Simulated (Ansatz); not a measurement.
## A computed series for Ag: response to strain

The reference is Ag in the fcc (Cu type) structure (space group Fm-3m, No. 225; a = 4.1043 Å; relaxed with 0.1 eV smearing). Axes: x, y, z lie along the cube axes.

Strains are applied to the cell and any free atomic positions relax; under biaxial strain the out-of-plane vector relaxes too; under stress the whole cell relaxes.

Method: Ansatz (a program for electronic structure), r2SCAN, PAW, cutoff 500 eV, no SOC.

Notes on the quantities. pressure: mean of the normal stresses, compression positive.

| case | pressure | shortest interatomic distance | space group |
|---|---|---|---|
| base | 0.0 GPa | 2.902 Å | Fm-3m (No. 225) |
| biaxial strain −1.12 %, plane normal [001], relaxed out of plane | 0.7 GPa | 2.870 Å | I4/mmm (No. 139) |
| biaxial strain +1.43 %, plane normal [001], relaxed out of plane | -0.6 GPa | 2.892 Å | I4/mmm (No. 139) |
| biaxial strain +4.88 %, plane normal [001], relaxed out of plane | -1.3 GPa | 2.869 Å | I4/mmm (No. 139) |
| isotropic strain −0.55 % | 1.8 GPa | 2.886 Å | Fm-3m (No. 225) |
| uniaxial strain ε_xx = −1.43 % | 1.6 GPa | 2.881 Å | I4/mmm (No. 139) |
| uniaxial strain ε_xx = +3.05 % | -2.8 GPa | 2.902 Å | I4/mmm (No. 139) |
| uniaxial strain ε_yy = −0.41 % | 0.4 GPa | 2.896 Å | I4/mmm (No. 139) |
| uniaxial strain ε_zz = −1.55 % | 1.7 GPa | 2.880 Å | I4/mmm (No. 139) |
| uniaxial stress, 3 GPa tension along x | – | 2.843 Å | I4/mmm (No. 139) |

Stability under load was not tested beyond the relaxation.
